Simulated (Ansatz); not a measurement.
The starting structures come from a database of crystals and need not be the phases stable at ambient conditions.

Tunnelling through a barrier is set by its complex band structure: the current falls as exp(−2κd) with the smallest κ.

Here is the system:

```yaml
crystal:
  lattice:
    - [4.92779, 0.00000, 0.00000]
    - [0.00000, 8.54838, 0.00000]
    - [0.00000, 0.00000, 6.41438]
  atoms:
    - { symbol: Li, position: [0.00000, 0.00000, 0.50000] }
    - { symbol: Li, position: [0.50000, 0.00000, 0.00000] }
    - { symbol: Li, position: [0.50000, 0.50000, 0.00000] }
    - { symbol: Li, position: [0.00000, 0.50000, 0.50000] }
    - { symbol: Ta, position: [0.53779, 0.25000, 0.68717] }
    - { symbol: Ta, position: [0.46221, 0.75000, 0.31283] }
    - { symbol: Ta, position: [0.03779, 0.75000, 0.81283] }
    - { symbol: Ta, position: [0.96221, 0.25000, 0.18717] }
    - { symbol: O, position: [0.68792, 0.25000, 0.96594] }
    - { symbol: O, position: [0.31208, 0.75000, 0.03406] }
    - { symbol: O, position: [0.18792, 0.75000, 0.53406] }
    - { symbol: O, position: [0.81208, 0.25000, 0.46594] }
    - { symbol: O, position: [0.18197, 0.08047, 0.18205] }
    - { symbol: O, position: [0.81803, 0.91953, 0.81795] }
    - { symbol: O, position: [0.68197, 0.91953, 0.31795] }
    - { symbol: O, position: [0.31803, 0.08047, 0.68205] }
    - { symbol: O, position: [0.31803, 0.41953, 0.68205] }
    - { symbol: O, position: [0.68197, 0.58047, 0.31795] }
    - { symbol: O, position: [0.81803, 0.58047, 0.81795] }
    - { symbol: O, position: [0.18197, 0.41953, 0.18205] }
```

Space group of this cell: Pnma. The cell is taken as given; by PBEsol its mean pressure is -5.2 GPa.

Transport runs along the normal of the first two printed cell vectors.

No gap correction and no spin-orbit coupling; mid-gap values are interpolated between computed energies.

Question: Estimate the band gap and the smallest decay constant κ at mid-gap that Ansatz (a program for electronic structure) with PBEsol returns for this system.

Answer: Gap 3.47 eV on a 6×4×6 mesh; κ = 0.380 1/Å, at the zone centre.
